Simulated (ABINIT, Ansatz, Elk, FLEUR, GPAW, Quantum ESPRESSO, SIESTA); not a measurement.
## Code comparison for Nb₃Sb (Pm-3n, 8 atoms in the cell)

Self-consistent single point, at a second geometry (lattice scaled by 0.98). First geometry:

```yaml
crystal:
  lattice:
    - [5.30247, 0.00000, 0.00000]
    - [0.00000, 5.30247, 0.00000]
    - [0.00000, 0.00000, 5.30247]
  atoms:
    - { symbol: Nb, position: [0.25000, 0.00000, 0.50000] }
    - { symbol: Nb, position: [0.75000, 0.00000, 0.50000] }
    - { symbol: Nb, position: [0.50000, 0.75000, 0.00000] }
    - { symbol: Nb, position: [0.50000, 0.25000, 0.00000] }
    - { symbol: Nb, position: [0.00000, 0.50000, 0.75000] }
    - { symbol: Nb, position: [0.00000, 0.50000, 0.25000] }
    - { symbol: Sb, position: [0.00000, 0.00000, 0.00000] }
    - { symbol: Sb, position: [0.50000, 0.50000, 0.50000] }
```

Shared settings, as Ansatz (an electronic-structure program) writes them: kpoints.mp_grid.grid = 5 5 5; scf.occupations.method = fermi_dirac; scf.occupations.width = 0.1 eV. Potentials and cutoffs stand in the table.

```csv
code,model,ΔF from the first geometry (meV/atom),pressure (GPa),cutoff
ABINIT,"LDA (PW92), PAW (JTH v2.0 LDA PAW)",-33.2,0.35,20 Ha
GPAW,"LDA (Perdew-Wang 92), GPAW PAW datasets LDA (gpaw-data 1.0.1)",-39.5,-0.38,600 eV
Ansatz,"LDA (PW92), PAW files made with PBE",-32.1,0.90,default
SIESTA,"LDA PW92, numerical atomic orbitals TZP, PseudoDojo LDA standard norm-conserving potentials (rewritten from UPF to PSML)",-28.8,1.48,grid 300 Ry
Quantum ESPRESSO,"LDA (PW92), PseudoDojo standard norm-conserving (LDA) pseudopotentials",-30.5,1.17,85 Ry
Elk,"LDA (PW92), all-electron FP-LAPW, Elk's shipped species files, default APW+lo basis",-39.1,–,default
FLEUR,"LDA (Vosko-Wilk-Nusair), all-electron FLAPW (FLEUR), scalar-relativistic valence",-31.3,–,Kmax 4.4 1/bohr
```

A dash marks a value that a program does not give, or that is left out as unsure.

On Ansatz's run: spin-orbit coupling is off. Spin polarisation is off.

The spread over the programs that give each value: ΔF from the first geometry within 10.7 meV/atom; pressure within 1.86 GPa.

SIESTA uses small atom-centred bases, whose incompleteness enters pressures, forces and empty levels differently from a plane-wave cutoff. Elk and FLEUR treat all electrons, but the usual bases taken here (sphere radii, linearisation, local orbitals, empty states) were not tested for convergence, so the values are no reference for the others. Ansatz's pressure is given at a fixed set of plane waves, as the other plane-wave codes print theirs. In the pressure, GPAW (by 1.01) lies more than 1 GPa from the median of the plane-wave programs.

The starting cell comes from a database of computed structures (which also holds hypothetical and non-ambient phases and stackings), without a prior relaxation at this level. Its lattice was rescaled by a random factor within 2.5 % of one. For this run, on top of that: lattice scaled by 0.98.

Keys are those of Ansatz 0.2.
